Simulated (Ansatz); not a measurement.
```xyz
8
Lattice="14.5000 0.0000 0.0000 0.0000 14.5000 0.0000 0.0000 0.0000 6.4100" Properties=species:S:1:pos:R:3 pbc="T T T"
Sr     5.7553     5.7553     0.0000
Te     5.4861     5.4861     3.2050
Te     5.4861     9.0139     0.0000
Sr     5.7553     8.7447     3.2050
Te     9.0139     5.4861     0.0000
Sr     8.7447     5.7553     3.2050
Sr     8.7447     8.7447     0.0000
Te     9.0139     9.0139     3.2050
```

All values below come from PBE (plane waves to 420 eV, PAW; Ansatz, a first-principles code). Mesh 1×1×48. No spin polarisation. Periodic along z alone, with about 11 Å of vacuum beside it. A hypothetical model. Only distortions within the start's symmetry and period were free. Values not marked SOC lack spin–orbit coupling. On relaxing, bonds broke or formed, so the name tells the start alone.

Problem. Tabulate the two highest filled and two lowest empty levels along the axis, from the valence top.

Solution. 
| k (2π/c) | v2 (eV) | v1 (eV) | c1 (eV) | c2 (eV) |
|---|---|---|---|---|
| 0.000 | -0.16 | 0.00 | 2.50 | 2.77 |
| 0.042 | -0.17 | -0.01 | 2.52 | 2.79 |
| 0.083 | -0.21 | -0.03 | 2.55 | 2.82 |
| 0.125 | -0.27 | -0.06 | 2.61 | 2.87 |
| 0.167 | -0.33 | -0.11 | 2.69 | 2.93 |
| 0.208 | -0.37 | -0.16 | 2.78 | 3.00 |
| 0.250 | -0.38 | -0.21 | 2.89 | 3.08 |
| 0.292 | -0.39 | -0.27 | 3.01 | 3.15 |
| 0.333 | -0.39 | -0.32 | 3.13 | 3.23 |
| 0.375 | -0.40 | -0.38 | 3.25 | 3.30 |
| 0.417 | -0.40 | -0.40 | 3.34 | 3.36 |
| 0.458 | -0.40 | -0.40 | 3.40 | 3.41 |
| 0.500 | -0.40 | -0.40 | 3.42 | 3.42 |
